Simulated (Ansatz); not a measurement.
CsCl-type RuAl was calculated with rVV10 (PAW; Ansatz, a program for electronic structure).

Run with plane-wave cutoff 520 eV, 18×18×18 k mesh, Fermi–Dirac smearing 0.05 eV, no spin polarisation, scalar-relativistic PAW data made under PBE.

Cell (relaxed at this level):

```xyz
2
Lattice="3.0182 0.0000 0.0000 0.0000 3.0182 0.0000 0.0000 0.0000 3.0182" Properties=species:S:1:pos:R:3 pbc="T T T"
Al     1.5091     1.5091     1.5091
Ru     0.0000     0.0000     0.0000
```

Question: Give the computed bulk modulus and pressure derivative B′ of the bulk modulus.

Answer: 
- bulk modulus: 199 GPa
- pressure derivative B′ of the bulk modulus: 4.4

The run finds no gap.

Static lattice: no zero-point or thermal effects.

The result took roughly 40 core-seconds.
